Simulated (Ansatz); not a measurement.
Ansatz (a program for electronic structure) run on TePb (F-43m, 2 atoms in the cell): self-consistent single point.

Computed with PBE (plane waves, PAW; Ansatz).

```
CELL_PARAMETERS angstrom
      0.00000     3.58802     3.58802
      3.58802     0.00000     3.58802
      3.58802     3.58802     0.00000
ATOMIC_POSITIONS crystal
  Te 0.25000 0.25000 0.25000
  Pb 0.00000 0.00000 0.00000
```

Reference input (self-consistent single point, DFT, PBE, plane waves, default PAW files): kpoints.mp_grid.grid = 7 7 7; hamiltonian.xc = pbe; hamiltonian.pseudopotentials = {kind: paw} (the program's default PAW files); scf.occupations.method = fermi_dirac; scf.occupations.width = 0.1 eV. This run's input differs from it in these lines:

Ansatz 0.2 input:
```diff
@@ -15,3 +15,3 @@
 scf:
-  occupations: { method: fermi_dirac, width: 0.1 }
+  occupations: { method: fermi_dirac, width: 0.8 }
 output:
```

Output (repeated stretches shortened):

```
SCF iter   1: F=—  HF=-18887.698427 eV  |F-HF|=—  |Δ(HF+E_count)|=         —  Δρ=4.63e-3  dr2=5.44e-2  ethr=1.77e-3  ⟨swp⟩=8.0  Hψ=2978  notcnv=0
all-band conjugate gradients solve this SCF's bands
preconditioner: auto → none
SCF iter   2: F=—  HF=-18887.690259 eV  |F-HF|=—  |Δ(HF+E_count)|=   8.17e-3  Δρ=2.67e-3  dr2=1.89e-2  ethr=1.81e-4  ⟨swp⟩=1.0  Hψ=740  notcnv=0
SCF iter   3: F=—  HF=-18887.688181 eV  |F-HF|=—  |Δ(HF+E_count)|=   2.08e-3  Δρ=6.36e-4  dr2=5.43e-4  ethr=6.30e-5  ⟨swp⟩=2.0  Hψ=650  notcnv=0
SCF iter   4: F=—  HF=-18887.688352 eV  |F-HF|=—  |Δ(HF+E_count)|=   1.71e-4  Δρ=3.55e-4  dr2=1.19e-4  ethr=1.81e-6  ⟨swp⟩=2.0  Hψ=903  notcnv=0
SCF iter   5: F=—  HF=-18887.688331 eV  |F-HF|=—  |Δ(HF+E_count)|=   2.10e-5  Δρ=7.13e-5  dr2=5.60e-6  ethr=3.98e-7  ⟨swp⟩=2.0  Hψ=823  notcnv=0
SCF iter   6: F=—  HF=-18887.688331 eV  |F-HF|=—  |Δ(HF+E_count)|=   9.08e-8  Δρ=1.38e-5  dr2=2.00e-7  ethr=1.87e-8  ⟨swp⟩=2.9  Hψ=926  notcnv=0
SCF iter   7: F=-18887.688331 eV  HF=-18887.688331 eV  |F-HF|=5.97e-9  |Δ(HF+E_count)|=   1.05e-7  Δρ=2.29e-6  dr2=1.08e-8  ethr=3.33e-10  ⟨swp⟩=8.8  Hψ=2895  notcnv=0
SCF 1 converged in 7 iterations: F = -18887.688331 eV  dr2 = 1.08e-8
Free energy (F): -18887.688331 eV
Internal energy: -18885.335049 eV  (E = F + TS)
E sigma→0 (E₀):  -18886.511690 eV
Entropy (-TS):   -2.353282 eV (-1176.641 meV/atom)
Fermi energy:    5.665390 eV
--- Forces (eV/Å), atoms counted from 1 ---
  atom   1  Te     0.00000000    -0.00000000     0.00000000
  atom   2  Pb    -0.00000000     0.00000000    -0.00000000
--- Stress (GPa, compression-positive) ---
        2.443963       0.000000      -0.000000
        0.000000       2.443963       0.000000
       -0.000000       0.000000       2.443963
  P = ⅓ Tr σ = 2.4440 GPa (24.440 kbar)
  The stress holds the Pulay correction. Without it, at fixed plane waves, as pw.x and ABINIT print it: P = 2.4278 GPa
```

The run converged in 7 iterations. Against the reference run the free energy falls by 457 meV/atom and the pressure goes from 1.84 to 2.44 GPa.

The starting cell was generated: these elements placed on a structure prototype, without a prior relaxation; it need not be a known phase or ordering of this composition. Ansatz's pressure includes its estimate of the finite-basis (Pulay) stress. A gap is left out here, as mesh or smearing make it unsure.
